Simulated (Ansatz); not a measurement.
Start from W in the bcc (W type) structure (space group Im-3m, No. 229; relaxed with 0.1 eV smearing).

```xyz
1
Lattice="-1.5771 1.5771 1.5771 1.5771 -1.5771 1.5771 1.5771 1.5771 -1.5771" Properties=species:S:1:pos:R:3 pbc="T T T"
W      0.0000     0.0000     0.0000
```

Cartesian axes are those of the cell as printed.

Level of theory: Ansatz (a program for electronic structure), PBEsol, PAW, cutoff 420 eV, without spin-orbit coupling.

One thing is altered: tensile biaxial strain of 3.00 % in the plane normal to [001], as in epitaxy on a mismatched substrate; the out-of-plane cell vector and the atoms relax.

Question: What does the calculation give for the out-of-plane strain after the change?

Answer: The out-of-plane strain amounts to -2.17 %.

Question: What does the calculation give for the energy relative to the base after the change?

Answer: The energy goes up by 49 meV/atom.

Question: What happens to the in-plane stress?

Answer: The mean in-plane stress (compression positive) amounts to -16.0 GPa.

Stability against distortions was not tested. All final runs are without spin polarisation.
